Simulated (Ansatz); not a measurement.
Checking a run of Ansatz (a quantum-chemistry and plane-wave program) on Li2MgSiS4 (I-4, 8 atoms in the cell). The aim is a self-consistent single point with DFT, PBE, plane waves, default PAW files.

Cell that was meant: a = 6.4309 Å, b = 6.4309 Å, c = 6.4309 Å, α = 131.86°, β = 131.86°, γ = 70.44°.

Part of the input:

Ansatz 0.2 input:
```yaml
    - [2.62266100, -2.62266100, 5.25353700]
    - [2.62266100, 2.62266100, -5.25353700]
  atoms:
    - { symbol: Li, position: [0.00000000, 0.00000000, 0.00000000] }
    - { symbol: Li, position: [0.00000000, 2.62266100, 2.62676800] }
    - { symbol: Mg, position: [2.62266100, 0.00000000, 2.62676800] }
    - { symbol: Si, position: [0.00000000, 0.00000000, 5.25353700] }
    - { symbol: S, position: [1.34280200, 1.34804800, 3.90863200] }
    - { symbol: S, position: [1.27985900, 1.27461300, -1.34490500] }
    - { symbol: S, position: [1.34804800, -1.34280200, 6.59844200] }
    - { symbol: S, position: [1.27461300, 3.96546300, 1.34490500] }
kpoints:
  mp_grid:
    grid: [7, 7, 7]
```

Log, with long lists cut:

```
WARN basis.ecutwfc = 420 eV, the default
WARN ansatz: RAYON_NUM_THREADS=1 ignored (pool sized by the plan → 1); use --threads N
   [... lines left out ...]
Symmetry: 1 space group operations
Space group: P1 (ITA 1), of the structure as read, at distance tolerance 5.2e-5 Å
k-points: 172 of 343 (time reversal used)
Initial density: superposition of atomic densities (neutral atoms: chi_scale 0, normalization atom), corrected by the library's trained network
Initial wavefunctions: pseudopotential atomic-orbital guess
Eigensolver: davidson
Functional: x = pbe(κ = 0.804, μ = 0.2195149727645171), c = pbe(β = 0.06672455060314922)
SCF iter   1: F=—  HF=-6501.030985 eV  |F-HF|=—  |Δ(HF+E_count)|=         —  Δρ=4.60e-2  dr2=2.98e0  ethr=1.77e-3  ⟨swp⟩=8.5  Hψ=32811  notcnv=0
all-band conjugate gradients solve this SCF's bands
preconditioner: auto → LDOS
SCF iter   2: F=—  HF=-6500.263311 eV  |F-HF|=—  |Δ(HF+E_count)|=   7.68e-1  S|Δr|=    0.00e0  Δρ=2.01e-2  dr2=5.52e-1  ethr=1.77e-3  ⟨swp⟩=3.0  Hψ=11137  notcnv=0  defer=365
   [... lines left out ...]
SCF iter   8: F=—  HF=-6500.134372 eV  |F-HF|=—  |Δ(HF+E_count)|=   3.41e-5  S|Δr|=    0.00e0  Δρ=4.28e-5  dr2=4.15e-6  ethr=7.18e-8  ⟨swp⟩=2.1  Hψ=7054  notcnv=0  defer=361
SCF iter   9: F=—  HF=-6500.134372 eV  |F-HF|=—  |Δ(HF+E_count)|=   6.40e-7  S|Δr|=    0.00e0  Δρ=1.60e-5  dr2=5.44e-7  ethr=9.43e-9  ⟨swp⟩=2.1  Hψ=7285  notcnv=0  defer=361
SCF iter  10: F=-6500.134372 eV  HF=-6500.134373 eV  |F-HF|=1.17e-8  |Δ(HF+E_count)|=   2.34e-8  S|Δr|=    0.00e0  Δρ=6.46e-6  dr2=8.22e-8  ethr=2.27e-10  ⟨swp⟩=12.9  Hψ=27721  notcnv=0
SCF 1 converged in 10 iterations: F = -6500.134372 eV  dr2 = 8.22e-8
Stability not checked (fill_not_monotonic)
Free energy (F): -6500.134372 eV
Internal energy: -6500.128354 eV  (E = F + TS)
E sigma→0 (E₀):  -6500.132366 eV
Entropy (-TS):   -0.006019 eV (-0.752 meV/atom)
Fermi energy:    5.677360 eV
--- Forces (eV/Å), atoms counted from 1 ---
  atom   1  Li    -2.58987384    -3.09256268    10.06599193
  atom   2  Li    -2.10360306    -0.43570421     0.50835438
  atom   3  Mg    -2.18437156    19.57765044     7.69934915
   [... lines left out ...]
  atom   8  S    -41.19474204    20.86208754    21.28710559
--- Stress (GPa, compression-positive) ---
      167.136958      73.409085    -100.089016
       73.409084     197.447670     -25.000473
     -100.089009     -25.000465     118.243690
  P = ⅓ Tr σ = 160.9428 GPa (1609.428 kbar)
  The stress holds the Pulay correction. Without it, at fixed plane waves, as pw.x and ABINIT print it: P = 160.9062 GPa
```

Question: Is anything amiss in this input, and did it matter?

Answer: The run is not sound. The fault is fractional and Cartesian coordinates mixed up. The same three numbers mean different points as fractional and as Cartesian coordinates. To fix it, make label and numbers agree, by changing either. The run converged in 10 iterations without an error; against the sound input the free energy rises by 10.6 eV/atom, the pressure goes from 4.81 to 160.9 GPa, the largest force goes from 2.897 to 197.3 eV/Å and no clean gap remains on the mesh (levels overlap or are partly filled), against 2.31 eV before.

An input that runs soundly differs in these lines (not the only fix; some lines may just follow from the change or write a value another way):
```diff
-    - { symbol: Li, position: [0.00000000, 0.00000000, 0.00000000] }
-    - { symbol: Li, position: [0.00000000, 2.62266100, 2.62676800] }
-    - { symbol: Mg, position: [2.62266100, 0.00000000, 2.62676800] }
-    - { symbol: Si, position: [0.00000000, 0.00000000, 5.25353700] }
-    - { symbol: S, position: [1.34280200, 1.34804800, 3.90863200] }
-    - { symbol: S, position: [1.27985900, 1.27461300, -1.34490500] }
-    - { symbol: S, position: [1.34804800, -1.34280200, 6.59844200] }
-    - { symbol: S, position: [1.27461300, 3.96546300, 1.34490500] }
+    - { symbol: Li, position_ang: [0.00000000, 0.00000000, 0.00000000] }
+    - { symbol: Li, position_ang: [0.00000000, 2.62266100, 2.62676850] }
+    - { symbol: Mg, position_ang: [2.62266100, 0.00000000, 2.62676850] }
+    - { symbol: Si, position_ang: [0.00000000, 0.00000000, 5.25353700] }
+    - { symbol: S, position_ang: [1.34280243, 1.34804775, 3.90863153] }
+    - { symbol: S, position_ang: [1.27985857, 1.27461325, -1.34490547] }
+    - { symbol: S, position_ang: [1.34804775, -1.34280243, 6.59844247] }
+    - { symbol: S, position_ang: [1.27461325, 3.96546343, 1.34490547] }
```

With that input, the run converged in 6 iterations: free energy E − TS (on the zero of these files) -6584.7599 eV; top of the valence band (on the code's own zero) 3.91 eV; gap on the k-point mesh 2.31 eV; pressure 4.81 GPa; largest force (vector length) 2.897 eV/Å (DFT, PBE, plane waves, default PAW files).

On the sound input: the starting cell was generated: these elements placed on a structure prototype, without a prior relaxation; it need not be a known phase or ordering of this composition. Its lattice was rescaled by a random factor within 2.5 % of one. With a pressure of about 5 GPa the cell is away from its equilibrium volume at this level. Forces in this geometry exceed 1 eV/Å. Ansatz's pressure includes its estimate of the finite-basis (Pulay) stress.
